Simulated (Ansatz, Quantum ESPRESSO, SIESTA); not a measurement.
# InF₃ (R-3c, 8 atoms in the cell) computed with different codes at matched settings

Relaxation of cell and atoms.

```
InF3
1.0
    2.60214     1.50235     4.90751
   -2.60214     1.50235     4.90751
    0.00000    -3.00469     4.90751
In F
2 6
Direct
  0.50000   0.50000   0.50000
  0.00000   0.00000   0.00000
  0.39571   0.75000   0.10429
  0.60429   0.25000   0.89571
  0.10429   0.39571   0.75000
  0.89571   0.60429   0.25000
  0.75000   0.10429   0.39571
  0.25000   0.89571   0.60429
```

Shared settings, as Ansatz (a first-principles code) writes them: kpoints.mp_grid.grid = 5 5 5; scf.occupations.method = fermi_dirac; scf.occupations.width = 0.05 eV. Potentials and cutoffs stand in the table.

| code | model | final volume (Å³/atom) | gap on the mesh (eV) | cutoff |
|---|---|---|---|---|
| Quantum ESPRESSO | LDA (PZ), GBRV 1.5 ultrasoft (LDA) pseudopotentials | 13.19 | 4.266 | 40 Ry |
| SIESTA | LDA PW92, numerical atomic orbitals DZP, PseudoDojo LDA standard norm-conserving potentials (rewritten from UPF to PSML) | 13.04 | 3.859 | grid 300 Ry |
| Ansatz | LDA (PW92), default PAW files made with PBE | 13.60 | 4.276 | default |

Gaps are read on the mesh.

The spread over the programs that give each value: final volume within 0.56 Å³/atom; gap on the mesh within 0.417 eV.

SIESTA uses small atom-centred bases, whose incompleteness enters pressures, forces and empty levels differently from a plane-wave cutoff. The same LDA comes in different parametrisations, which differ slightly. The programs treat the finite-basis stress differently while the cell relaxes: Ansatz adds an estimate of it.

The starting cell comes from a database of computed structures (which also holds hypothetical and non-ambient phases and stackings), without a prior relaxation at this level.

Keys are those of Ansatz 0.2.
